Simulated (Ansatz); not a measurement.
**A15 Nb3Sn (cubic form, which distorts at low temperature)**

These are PBE (Ansatz, a program for electronic structure, plane waves, PAW) values and carry that method's errors.

Numerical settings: plane-wave cutoff 500 eV, 10×10×10 k mesh, Fermi–Dirac smearing 0.1 eV, no spin polarisation, scalar-relativistic PAW data made under PBE.

Cell (relaxed at this level):

```cif
data_Nb6Sn2
_chemical_formula_sum 'Nb6 Sn2'
_space_group_name_H-M_alt 'P 1'
_space_group_IT_number 1
_cell_length_a 5.32023
_cell_length_b 5.32023
_cell_length_c 5.32023
_cell_angle_alpha 90.000
_cell_angle_beta 90.000
_cell_angle_gamma 90.000
loop_
_space_group_symop_operation_xyz
  'x, y, z'
loop_
_atom_site_label
_atom_site_type_symbol
_atom_site_fract_x
_atom_site_fract_y
_atom_site_fract_z
_atom_site_occupancy
Nb1 Nb 0.25000 0.00000 0.50000 1
Nb2 Nb 0.50000 0.25000 0.00000 1
Nb3 Nb 0.50000 0.75000 0.00000 1
Nb4 Nb 0.75000 0.00000 0.50000 1
Nb5 Nb 0.00000 0.50000 0.75000 1
Nb6 Nb 0.00000 0.50000 0.25000 1
Sn1 Sn 0.50000 0.50000 0.50000 1
Sn2 Sn 0.00000 0.00000 0.00000 1
```

```json
{
 "volume_per_atom": "18.82 Å³/atom",
 "lattice_constant_a": "5.320 Å"
}
```

Measured, for comparison: equilibrium volume per atom 18.49 Å³/atom, lattice constant a 5.289 Å (temperature not stated, no zero-point or thermal correction; as tabulated in Priinits et al. (2024), arXiv:2406.00817). Computed (rounded) less measured: equilibrium volume per atom +1.8 %, lattice constant a +0.6 %.

Note: symmetry holds this phase in the static calculation, where it need not be a minimum.

Spin–orbit coupling is not included.
